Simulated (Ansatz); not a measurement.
Consider CdSe in the wurtzite structure (space group P6_3mc, No. 186; a = 4.3019 Å, c = 7.0210 Å). Axes: x lies along a and z along c of the hexagonal cell.

Computed with PBEsol (Ansatz, a quantum-chemistry and plane-wave program; PAW; 420 eV plane waves; no spin-orbit coupling).

Perturbation: tensor shear ε_xz = +1.33 % (engineering shear γ = 0.0266); the atoms relax in the strained cell.

Problem. Predict the stress tensor and what it implies for the stiffness.

Solution. Stress of the strained cell less that of the base (GPa, compression positive):
```
  -0.01    0.00   -0.35
   0.00    0.00    0.00
  -0.35    0.00    0.00
```

Then −Δσ/γ with γ = 2ε = 0.0266 gives secant stiffness values (nonlinear terms included at this strain): C55 ≈ 13 GPa.

Whether these cells are dynamically stable was not tested.
